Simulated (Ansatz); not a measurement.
**Response to strain in SrO**

Take SrO in the rock salt structure (space group Fm-3m, No. 225) as the base.

```
SrO
1.0
    0.00000     2.59746     2.59746
    2.59746     0.00000     2.59746
    2.59746     2.59746     0.00000
Sr O
1 1
Direct
  0.00000   0.00000   0.00000
  0.50000   0.50000   0.50000
```

Strains are applied to the cell and any free atomic positions relax.

Level of theory: Kohn–Sham DFT with the PBE functional, run in Ansatz (a quantum-chemistry and plane-wave program) with PAW and 420 eV plane waves, no SOC.

Notes on the quantities. energy relative to the base: free energy F.

| isotropic strain (%) | energy relative to the base (meV/atom) |
|---|---|
| -3 | 41.7 |
| -2.5 | 28.5 |
| -1 | 4.3 |
| -0.5 | ? |
| 0 | 0.0 |
| 1.5 | 8.9 |
| 2 | 15.5 |
| 2.5 | 23.8 |
| 3 | 33.8 |

### Question
Fit ΔE = Aε² + Bε³ (ε in %) to the rows shown and predict the withheld row.

### Answer
Least squares on the printed values gives A = 4.19 and B = -0.15 meV/atom (largest residual 0.1 meV/atom); this predicts 1.1 meV/atom, and the run gives 1.1 meV/atom, in agreement.

No phonon test of stability was made.
